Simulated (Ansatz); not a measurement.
Terminations of the (100) surface of rock-salt TaC, measured from the surface 'clean 1x1'. Atoms come from or go to: B: alpha boron, C: graphite, Cr: bcc Cr, antiferromagnetic, F: ½ F2(g), Mo: bcc Mo, O: ½ O2(g), Ru: hcp Ru, S: ⅛ S8(g), Sc: hcp Sc, Ta: bcc Ta, Ti: hcp Ti, W: bcc W. ΔE is the energy of forming the row's surface from that one (negative: more stable at these reservoirs); the vacuum level's shift is aligned on the shared bottom. No zero-point or thermal terms. These are constructed structures in small cells; real faces may alloy, dewet or reconstruct in larger ones, and not all known structures of the face are among them. Slabs of about 14 Å with all that they carry, Fermi-Dirac smearing of 0.1 eV. Bottom of the slabs: a bare face, its two planes held. Relaxed from the named starts with such symmetry as they have, on meshes of like density; energies extrapolated to zero smearing; no spin-orbit coupling, no U. Spin-polarised runs, if any, are marked in brackets, and their order is one that fits the cell; the others ran without spin. A dash marks a value that is undefined for that row (no clear gap, or no work function of a gapped slab) or was not read reliably on its mesh.

The numbers are results of PBE (plane waves to 420 eV, PAW; Ansatz, a quantum-chemistry and plane-wave program), not measurements.

```tsv
surface	atoms added per 1x1	ΔE per 1x1 (eV)	shift of the vacuum level (eV)	work function (eV)
Mo on half the Ta sites of the top plane, c(2x2)	+0.5 Mo, -0.5 Ta	0.79	0.25	3.94
Cr on all Ta sites of the second plane [spin, 2.2 μB a cell]	+1 Cr, -1 Ta	1.36	0.14	3.86
S on half the C sites of the top plane, c(2x2) (1 S–Ta bonds broke)	-0.5 C, +0.5 S	-0.69	0.66	4.36
F on half the C sites of the top plane, c(2x2) (1 F–Ta bonds broke)	-0.5 C, +0.5 F	-0.94	1.11	4.81
a layer of W, one atom over each C	+1 W	1.95	0.56	4.25
all C sites of the top plane empty	-1 C	2.00	0.60	4.26
top plane replaced by WO	-1 C, +1 O, -1 Ta, +1 W	___	0.58	4.26
Ru on all Ta sites of the second plane	+1 Ru, -1 Ta	___	0.47	4.23
Ti on half the Ta sites of the top plane, c(2x2)	-0.5 Ta, +0.5 Ti	-0.26	0.04	3.75
top plane replaced by MoO	-1 C, +1 Mo, +1 O, -1 Ta	-0.63	-0.14	3.54
B on all C sites of the second plane	+1 B, -1 C	-0.10	-0.02	3.66
Sc on all Ta sites of the second plane	+1 Sc, -1 Ta	-0.52	0.30	3.97
```

### Question
Some entries are withheld; supply them.

### Answer

- top plane replaced by WO, ΔE per 1x1 (eV): 0.08
- Ru on all Ta sites of the second plane, ΔE per 1x1 (eV): 2.50
